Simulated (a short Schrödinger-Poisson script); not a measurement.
Structure: MOS inversion layer, HfO2 on p-type Si(111), at 400 K.

```csv
layer,material,thickness (nm),Na (cm⁻³)
1,HfO2,8.5,-
2,Si,540,6.3e17
```

Constants are typed, rounded textbook-type inputs, not results; the design itself was drawn at random and stands for no fabricated device. HfO2: permittivity 22, conduction-band edge (eV) 1.55, gap (eV) 5.7, electron mass (mₑ) 0.2. Si: permittivity 11.7, conduction-band edge (eV) 0, gap (eV) 1.124, Nv at 300 K (cm⁻³) 3.1e19.

Channel valleys (confinement mass, in-plane density-of-states mass, number): Δ6 0.258, 0.358, 6. At the gate the conduction-band edge of layer 1 lies 1.98 eV − eVg above the Fermi level of the channel; the field vanishes at the back. Gaps are held at their typed values at every temperature. Mesh 0.03 nm at interfaces.

From a short Schrödinger-Poisson script (our own, NumPy): 1D Poisson equation in equilibrium, electrons classical, Fermi-Dirac, parabolic valleys, classical holes, full ionisation, no traps, pinning or gate leakage.

The same stack at other levels of the model or other numerical settings:

```
run                                        sheet density of all electrons at Vg = 1.35 V (cm⁻²)  sheet density of all electrons at Vg = 0.75 V (cm⁻²)  capacitance at Vg = 1.35 V (μF/cm²)  centroid of the channel electrons at Vg = 1.35 V (nm)  rough cost against the base
-----------------------------------------  ----------------------------------------------------  ----------------------------------------------------  -----------------------------------  -----------------------------------------------------  ---------------------------
base                                                                                    8.96e12                                               1.92e12                                 1.99                                                   0.63                      about 1
electrons treated as classical, Boltzmann                                               9.36e12                                               1.97e12                                 2.10                                                   0.50                          0.2
electrons treated as quantum, Hartree                                                   6.67e12                                               9.83e11                                 1.67                                                   1.96                            4
mesh six times as coarse                                                                8.78e12                                               1.86e12                                 1.95                                                   0.71                          0.3
```

The classical rows ignore confinement, and Boltzmann statistics overrate the density once the band edge passes the Fermi level.
